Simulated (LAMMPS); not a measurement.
MD of CdS (wurtzite) at zero pressure, 3696 atoms, as a liquid; each row is its own run.

Method: classical MD, pair style sw, file CdTeZnSeHgS0.sw, run in LAMMPS.

```csv
T (K),D(Cd) (cm²/s)
1750,1.46e-5
1930,4.67e-5
2450,0.000172
```

Q: Fit an Arrhenius law, ln y = a + b / x, to these rows (x is the first column, y the second) and predict the run at x = 2190.

A: Least squares gives a = -2.6259 and b = -14620. The slope times kB gives an activation energy of 1.26 eV. At x = 2190 the fit predicts 9.13e-5 cm²/s. The run itself gave (1.06 ± 0.03) × 10^-4 cm²/s, so the fit is 14 % low.

Caution: at ambient pressure real CdS sublimes or decomposes before or as it melts, so this liquid is the model's.

Caution: a run this short can hold a crystal over, or a liquid under, the potential's own melting point, which these runs don't give.

Caution (rows 1930; 2450): enthalpy drifts during the constant-pressure average: a transition or slow ageing; fluctuation values are void.

Errors of D are the spread over four groups of atoms in one short run; a floor of about 5 %, a picked value, is safer.
